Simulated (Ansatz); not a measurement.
**The (320) surface of fcc Au in its 1x1 cell, outermost plane spacing 0.58 Å in the ideal cut**

Computed with r2SCAN, at the PBE geometry (plane waves to 500 eV, PAW; Ansatz, a quantum-chemistry and plane-wave program).

Slab: 19 atoms, 10.4 Å thick at the start (thin: gaps and levels are the slab's own); k 9x5x1, smearing 0.1 eV, dipole-corrected; single point; on the structure that PBE left under its start's symmetry; no spin, no spin-orbit, no U.

```yaml
surface energy (mean of both faces): 1.12 J/m²
work_function_of_the_top_face: 4.92 eV
cost: about 7 core-minutes (a rough figure)
```
